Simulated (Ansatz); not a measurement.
# InP: energy against strain

InP (zinc blende, F-43m, 24.730 Å³/atom at rest) under an equal strain ε in the (111) plane with the normal axis free, as in a coherent film. LDA in Ansatz, a plane-wave DFT program (PAW, default set), 420 eV, 10×10×10 Γ-centred mesh, Fermi-Dirac smearing 0.05 eV; ions are relaxed within the symmetry of each cell.

Here s stands for strain and y for E less E0.

| strain (%) | E less E0 (meV/atom) |
|---|---|
| -2.50 | ? |
| -1.25 | 3.62 |
| -0.83 | 1.58 |
| -0.42 | 0.40 |
| 0.00 | 0.00 |
| 0.42 | 0.40 |
| 0.83 | 1.55 |
| 1.25 | 3.48 |

### Question
Using a parabola, estimate the missing y at s = -2.50 from the other rows, showing the fit.

### Answer
Least squares gives y = 0.000 - 0.0412·s + 2.2723·s². Residuals (row less fit): 0.018, -0.020, -0.018, 0.000, 0.016, 0.019, -0.019; standard error 0.022 (degrees of freedom: 4). Twice the quadratic coefficient over the volume, 2 × 2.2723 meV × 10⁴ × 0.1602 / 24.730 Å³, is twice the biaxial elastic modulus of this plane = 294 ± 1.8 GPa. At the withheld row, y = 0.000 - 0.0412 × (-2.50) + 2.2723 × (-2.50)² = 14.305 meV/atom. The calculation gives 14.76 meV/atom, 0.455 meV/atom above the prediction (3.1 % of the range of y in the table). The row lies outside the fitted rows, so this is an extrapolation. From the scatter of the fitted rows alone, a prediction at this place has a standard error of 0.086 meV/atom, so the miss is 5.3 times that.

One order more, fitted to all 13 runs of the series, follows each within 0.01, so the miss is the next term of a smooth law. Rows are the converged runs of the series near zero and its far end; series whose fitted rows scatter by over a few per cent of the range, as at a crossing or softening among them, aren't shown in this form. Most that stay on the fit to the last digits aren't either.
